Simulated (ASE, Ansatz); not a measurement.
A thermal frame of composition Mg2Zn, cell Mg32Zn16, brought to this temperature after a much hotter stage [in the CHGNet run: it was liquid; mean temperature 759 K (target 780 K); density 2.77 g/cm³, volume +8 % from the start cell's], from MD with the machine-learned potential CHGNet 0.3.0 in ASE at 780 K. Method: PBE (plane waves, PAW; Ansatz, a program for electronic structure).

```yaml
plane_wave_cutoff: 420 eV
k-points: one point, (1/4, 1/4, 1/4)
Fermi-Dirac width: 0.086 eV
spin: not polarised; no spin-orbit coupling
```

A check of the k-sampling: on the last frame of the same run a denser mesh moved the PBE forces by 0.057 eV/Å rms, the static pressure by -0.08 GPa and the free energy by -14 meV/atom.

```xyz
48
Lattice="10.2987 0.0000 0.0000 0.0000 10.2987 0.0000 0.0000 0.0000 10.2987" Properties=species:S:1:pos:R:3 pbc="T T T"
Mg    -2.4069    -0.1806     2.0962
Mg     2.3259     2.1304    10.2725
Mg     2.4652     2.6049     6.8253
Mg     4.9734     2.3393     5.4928
Mg     8.0046     7.0523     1.9585
Mg     0.1086     3.2799    -1.9495
Mg    10.5464     6.4771     0.1336
Mg     4.5101     0.6044     7.9199
Mg     3.2378    -3.8653     1.2303
Mg     4.8264     3.4112     3.1380
Mg     7.3632     7.0130     6.8449
Mg     5.2498     4.2254    -2.2954
Mg    -0.3310    11.3657     6.2440
Mg     4.0791     9.4075     0.4928
Mg     5.2322     0.1686     3.2924
Mg     0.6157    -0.7260     1.1111
Mg     7.1815    10.4594    -3.1713
Mg     5.2700     5.6642     5.2625
Mg     7.5742     2.6748     0.7635
Mg    -0.3370    -1.8532     4.9292
Mg     9.0911     0.9689     9.3661
Mg     4.7252     7.6030     3.3269
Mg     1.4753     8.0880     7.6250
Mg     0.0363     6.2240     3.1685
Mg     7.8858     3.0964     6.5467
Mg     4.8955    -1.7074     6.0142
Mg    -0.0719     4.9295     6.1118
Mg     2.3300     4.7904     4.2811
Mg     7.6866     5.0223     3.9541
Mg     7.9748     5.2103     9.1444
Mg     4.0086     7.0214    -1.7838
Mg     2.4225     1.1015     3.0900
Zn     7.2925    -1.6866     9.6680
Zn    12.2068     4.1839     1.6313
Zn    -5.3605     4.3918    10.7059
Zn     6.9372     8.8212     4.3621
Zn     2.4683     4.6877    -1.0462
Zn     1.3853     0.4683    -1.9742
Zn     5.7567     7.0411     0.1543
Zn     2.7478     5.5685     7.0393
Zn    -0.0335     3.4725     0.9816
Zn     2.5304    -1.6139     3.0473
Zn     9.6290     8.9010     8.7588
Zn     2.3310     7.3885     5.0499
Zn     5.0494     1.6092     0.6266
Zn     7.6663     2.0712     4.2633
Zn     2.9334     0.1995     5.4140
Zn    -0.3857     3.3715     3.5676
```

Give the forces on atoms 14, 21, 29, 38, 42, 45 (eV/Å), the static pressure (no kinetic part).


| atom | Fx Fy Fz |
|---|---|
| Mg14 | -0.144 -0.079 0.091 |
| Mg21 | -0.291 0.301 0.428 |
| Mg29 | -0.011 -0.217 0.068 |
| Zn38 | 0.080 -0.198 0.004 |
| Zn42 | -0.853 0.739 -0.621 |
| Zn45 | -0.007 0.208 0.097 |
- static pressure (no kinetic part): 0.06 GPa
